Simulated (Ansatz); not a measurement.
hypothetical zinc blende HgO with two functionals, uniaxial strain ε_xx = −1.01 %

The reference is HgO in the zinc blende structure (space group F-43m, No. 216; a = 5.293 Å; a hypothetical phase, not in the database extracts checked). Axes: x, y, z lie along the cube axes.

(Cell as relaxed with PBE.)

Levels (all Ansatz, a program for electronic structure, PAW): PBE (420 eV, no spin-orbit coupling); PBEsol (420 eV, without spin-orbit coupling).

Each level relaxes its own structure.

| base | PBE | PBEsol |
|---|---|---|
| volume per atom | 18.53 Å³ | 17.53 Å³ |
| lattice parameter a | 5.293 Å | 5.196 Å |
| band gap | zero | zero |

One thing is altered: the cell is compressed by 1.01 % along x with no lateral relaxation, atoms relaxed at fixed cell.

```csv
quantity,PBE,PBEsol
energy relative to the base (free energy F),+0.5 meV/atom,+0.5 meV/atom
"pressure (mean of the normal stresses, compression positive)",0.8 GPa,1.0 GPa
shortest interatomic distance,2.284 Å,2.242 Å
```

PBE's shortest interatomic distance lies 0.042 Å above PBEsol's (1.9 %); the two agree on the energy relative to the base. Neither level is exact; PBEsol is the comparison here, not a measurement.

With Hg present, leaving out spin-orbit coupling can change the band edges. Stability against distortions was not tested. The final runs are not spin-polarised. The zero or small gap of HgO can change with the level of theory.
